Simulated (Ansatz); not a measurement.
# SiC, pressure series

The reference is SiC in the wurtzite structure (space group P6_3mc, No. 186; a = 3.0919 Å, c = 5.0742 Å).

Cell and atoms are relaxed at each pressure.

Method: DFT with PBE, PAW potentials and a 420 eV plane-wave cutoff in Ansatz (a quantum-chemistry and plane-wave program), no spin-orbit coupling, earlier PAW set.

| P (GPa) | V (Å³/atom) |
|---|---|
| -1.99 | 10.603 |
| -0.99 | 10.552 |
| 0.30 | 10.488 |
| 0.70 | 10.468 |
| 1.50 | 10.430 |
| 2.99 | 10.361 |
| 5.00 | 10.270 |
| 7.48 | 10.163 |
| 9.98 | 10.061 |

A third-order Birch–Murnaghan fit to these points gives V₀ = 10.50 Å³/atom, B₀ = 214 GPa and B₀′ = 3.9. At pressure 10 GPa the volume is 95.8 % of V₀.

Between the base and pressure 10 GPa the gap moves from 2.31 eV to 2.23 eV, a mean slope of -7.7 meV/GPa.

Load acts through the strain it causes; cell and atoms are relaxed under it. Stability against distortions was not tested. No other phases were tried under pressure.
